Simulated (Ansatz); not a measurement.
The starting structures come from a database of crystals and need not be the phases stable at ambient conditions.

# Evanescent states of Cs2CaH4 (I4/mmm, not sure to be the ambient phase, 7 atoms a cell, 23.5 Å³ an atom) along the normal of (110)

Method: r2SCAN (plane waves, PAW; Ansatz, a quantum-chemistry and plane-wave program).

The gap is the functional's own, uncorrected, and κ follows it; spin-orbit coupling is left out. Mid-gap values are interpolated between the computed energies.

Energies count from the valence-band top; κ is the least over a 6×4 mesh across the current.

```json
[
 {"E (eV)": "0.09", "κ (1/Å)": "0.135", "where": "off Γ"},
 {"E (eV)": "0.26", "κ (1/Å)": "0.215", "where": "off Γ"},
 {"E (eV)": "0.42", "κ (1/Å)": "0.257", "where": "off Γ"},
 {"E (eV)": "0.59", "κ (1/Å)": "0.285", "where": "off Γ"},
 {"E (eV)": "0.77", "κ (1/Å)": "0.303", "where": "off Γ"},
 {"E (eV)": "0.94", "κ (1/Å)": "0.316", "where": "off Γ"},
 {"E (eV)": "1.10", "κ (1/Å)": "0.324", "where": "off Γ"},
 {"E (eV)": "1.27", "κ (1/Å)": "0.329", "where": "off Γ"},
 {"E (eV)": "1.45", "κ (1/Å)": "0.331", "where": "off Γ"},
 {"E (eV)": "1.61", "κ (1/Å)": "0.330", "where": "off Γ"},
 {"E (eV)": "1.78", "κ (1/Å)": "0.327", "where": "off Γ"},
 {"E (eV)": "1.96", "κ (1/Å)": "0.321", "where": "off Γ"},
 {"E (eV)": "2.12", "κ (1/Å)": "0.313", "where": "off Γ"},
 {"E (eV)": "2.29", "κ (1/Å)": "0.302", "where": "off Γ"},
 {"E (eV)": "2.46", "κ (1/Å)": "0.288", "where": "off Γ"},
 {"E (eV)": "2.63", "κ (1/Å)": "0.271", "where": "off Γ"},
 {"E (eV)": "2.81", "κ (1/Å)": "0.249", "where": "off Γ"},
 {"E (eV)": "2.98", "κ (1/Å)": "0.221", "where": "off Γ"},
 {"E (eV)": "3.15", "κ (1/Å)": "0.183", "where": "off Γ"},
 {"E (eV)": "3.31", "κ (1/Å)": "0.127", "where": "off Γ"}
]
```

Problem. How thick must the barrier be to attenuate the transmission by 10^4 when the electrodes' Fermi level lies at 0.09 eV, and what attenuation does that film give at 1.78 eV?

Solution. d = 4 ln 10 / (2 × 0.135) = 34.1 Å. At 1.78 eV it gives 4 × 0.327/0.135 = 9.7 decades.
